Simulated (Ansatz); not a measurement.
```yaml
crystal:
  lattice:
    - [0.00000, 2.67843, 2.67843]
    - [2.67843, 0.00000, 2.67843]
    - [2.67843, 2.67843, 0.00000]
  atoms:
    - { symbol: S, position: [0.25000, 0.25000, 0.25000] }
    - { symbol: Zn, position: [0.00000, 0.00000, 0.00000] }
```

No spin polarisation.

Computed with PBEsol (Ansatz, a program for electronic structure; PAW; 420 eV plane waves; no spin-orbit coupling), earlier PAW set. k-mesh 11×11×11 (Γ-centred); smearing 0.05 eV (Fermi–Dirac).

Problem. Predict the hole mass and electron mass.

Solution. The hole mass (degenerate bands, along [100]) comes out as 0.18, 0.66, 0.66 mₑ (at Γ). The electron mass comes out as 0.17 mₑ (at Γ).

The levels and masses belong to the bands next to the band gap. Effective masses come from finite differences of ±0.01 Å⁻¹. Whether these cells are dynamically stable was not tested. The cell was made from HgS by this change: Hg → Zn.
